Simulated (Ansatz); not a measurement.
## Relaxation of the atoms of Cs₂InCuF₆ (Fm-3m, 10 atoms in the cell) at several settings

```xyz
10
Lattice="0.0000 4.3077 4.3077 4.3077 0.0000 4.3077 4.3077 4.3077 0.0000" Properties=species:S:1:pos:R:3 pbc="T T T"
Cs     2.1538     2.1538     2.1538
Cs     6.4615     6.4615     6.4615
Cu     4.3077     4.3077     4.3077
In     0.0000     0.0000     0.0000
F      2.1616     4.3077     4.3077
F      6.4538     4.3077     4.3077
F      4.3077     2.1616     4.3077
F      4.3077     6.4538     4.3077
F      4.3077     4.3077     2.1616
F      4.3077     4.3077     6.4538
```

Base: PBE in Ansatz (a program for electronic structure). Its settings: kpoints.mp_grid.grid = 6 6 6; hamiltonian.xc = pbe; hamiltonian.pseudopotentials = {kind: paw} (the program's default PAW files); scf.occupations.method = fermi_dirac; scf.occupations.width = 0.05 eV. Starting volume 15.99 Å³ per atom.

Each line gives the change from the base single point and the result:

- relax: default → atoms: pressure 6.60 GPa; relaxation steps 5; free energy against the base single point -5.6 meV/atom.
- atoms moved at random; relax: default → atoms; relax.f_tol: default → 0.1 eV/Å: pressure 6.79 GPa; largest force (vector length) 0.080 eV/Å; relaxation steps 4; free energy against the base single point -5.5 meV/atom.
- atoms moved at random; scf.convergence.dr2_threshold: default (1e-07 eV) → 0.001 eV; relax: default → atoms; relax.f_tol: default → 0.03 eV/Å: pressure 6.64 GPa; largest force (vector length) 0.018 eV/Å; relaxation steps 4; free energy against the base single point -5.6 meV/atom.

The starting cell was generated: these elements placed on a structure prototype, without a prior relaxation; it need not be a known phase or ordering of this composition. Spin polarisation is off, so a magnetic state, if there is one, cannot be reached. Ansatz's pressure includes its estimate of the finite-basis (Pulay) stress. The run gives no clean gap (levels at the Fermi energy touch, overlap or are partly filled at this smearing), which alone does not show that the compound is a metal.

Keys are those of Ansatz 0.2.
